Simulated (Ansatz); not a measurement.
# Response to strain in hypothetical cubic perovskite TlSnCl3

Take TlSnCl3 in the cubic perovskite structure (space group Pm-3m, No. 221; a = 5.508 Å; a hypothetical phase, not in the database extracts checked) as the base. Axes: x, y, z lie along the cube axes.

Strains are applied to the cell and any free atomic positions relax.

The values are results of plane-wave PAW DFT at the r2SCAN level (Ansatz, an electronic-structure program, 500 eV), no spin-orbit coupling, not measurements.

Candidates:
(a) strain tensor (xx, yy, zz, yz, xz, xy) = (+3.53, +2.17, −2.63, +0.45, +1.73, −1.04) %
(b) uniaxial strain ε_yy = −2.73 %
(c) isotropic strain −2.65 %
(d) uniaxial strain ε_zz = −5.20 %

Notes on the quantities. energy relative to the base: free energy F.

Q: Order them by energy relative to the base, lowest first.

A: (b) uniaxial strain ε_yy = −2.73 % (+5.2 meV/atom), (a) strain tensor (xx, yy, zz, yz, xz, xy) = (+3.53, +2.17, −2.63, +0.45, +1.73, −1.04) % (+14 meV/atom), (c) isotropic strain −2.65 % (+19 meV/atom), (d) uniaxial strain ε_zz = −5.20 % (+21 meV/atom)

The mesh was chosen for an insulator and is coarse for the gapless case. Stability against distortions was not tested. The final runs are not spin-polarised. Many cubic perovskites are stable only at high temperature; tilts and polar distortions were not tested.
